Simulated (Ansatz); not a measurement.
## HgS (model structure, started from the PtS type, P4₂/mmc, No. 131, 4 atoms in the cell): volume per atom by level of theory

No measured value is used here.

Problem. Put these levels in order of the volume per atom that they give for HgS (model structure, started from the PtS type, P4₂/mmc, No. 131, 4 atoms in the cell), smallest first: PBE (Ansatz, an electronic-structure program), PBE-D3(BJ) (Ansatz), PBEsol (Ansatz).

Solution. PBEsol (26.00 Å³/atom), PBE-D3(BJ) (26.53 Å³/atom), PBE (27.82 Å³/atom)

Density-functional levels without +SOC have no spin–orbit coupling. Ansatz's density-functional and Hartree–Fock values are scalar-relativistic unless marked +SOC, with PAW data made under PBE.

A model structure was made by putting elements into a prototype or built by hand; it is no filed structure, need not be a known phase, and can be a saddle point held by its symmetry.
